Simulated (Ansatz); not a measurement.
System: BP (model structure, started from the GeS type, Pnma, No. 62, 8 atoms in the cell). Method: r²SCAN (Ansatz, a quantum-chemistry and plane-wave program, PAW).

Settings: plane-wave cutoff 560 eV, 10×18×10 k mesh (along the axes of the cell as run), Fermi–Dirac smearing 0.05 eV, scalar-relativistic PAW data made under PBE.

The cell is the one relaxed with PBE-D3(BJ). Conventional cell: a = 6.2049 Å, b = 3.2140 Å, c = 5.3632 Å, α = 90.00°, β = 90.00°, γ = 90.00°.

```
BP
1.0
    6.20494     0.00000     0.00000
    0.00000     3.21398     0.00000
    0.00000     0.00000     5.36320
B P
4 4
Direct
  0.16278   0.25000   0.39947
  0.33722   0.75000   0.89947
  0.83722   0.75000   0.60053
  0.66278   0.25000   0.10053
  0.83798   0.25000   0.39281
  0.66202   0.75000   0.89281
  0.16202   0.75000   0.60719
  0.33798   0.25000   0.10719
```

Problem. List the 22 lowest band energies at Γ above −25 eV (eV, relative to the valence band maximum), grouping those that round alike.

Solution. At Γ: -16.59, -14.67, -13.45, -11.37, -8.83, -8.41, -7.08, -6.46, -5.75, -4.93, -3.26, -2.41, -1.32, -1.18, -0.80, 0.00, 1.26, 1.80, 1.84, 3.07, 3.87, 4.13.

Note: the relaxation could raise the start's symmetry but not lower it, so the cell can be a saddle point; cell and atoms aren't relaxed at this level (pressure 2.1 GPa).

A model structure was made by putting elements into a prototype or built by hand; it is no filed structure, need not be a known phase, and can be a saddle point held by its symmetry.
